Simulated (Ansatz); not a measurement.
Coverage and cell size: Cl on the 1x1 (111) surface of fcc Ag, one adsorbate a cell, in each cell the lowest of the starts that converged. Energies against ½ Cl2(g), without dispersion, zero-point or thermal terms; small cells hold the layer to their symmetry. A negative adsorption energy means that the adsorbate is more stable on the surface than in its reference.

Method: PBE (plane waves to 420 eV, PAW; Ansatz, a program for electronic structure).

```
area an adsorbate, end state  atoms  E_ads (eV)  height (Å)  Δ work function (eV)                             rough cost
----------------------------  -----  ----------  ----------  --------------------  -------------------------------------
7 Å², bonded to 3 Ag              5           ?        2.15                  1.99         around 14 core-seconds (rough)
15 Å², bonded to 3 Ag             9       -0.94        1.99                  1.72  about 4 core-minutes (a rough figure)
30 Å², bonded to 3 Ag            17           ?        2.03                  1.13                 roughly 4 core-minutes
```

**Question.** What belongs in the gaps?

**Answer.** 
- 7 Å², bonded to 3 Ag, E_ads (eV): -0.14
- 30 Å², bonded to 3 Ag, E_ads (eV): -1.49
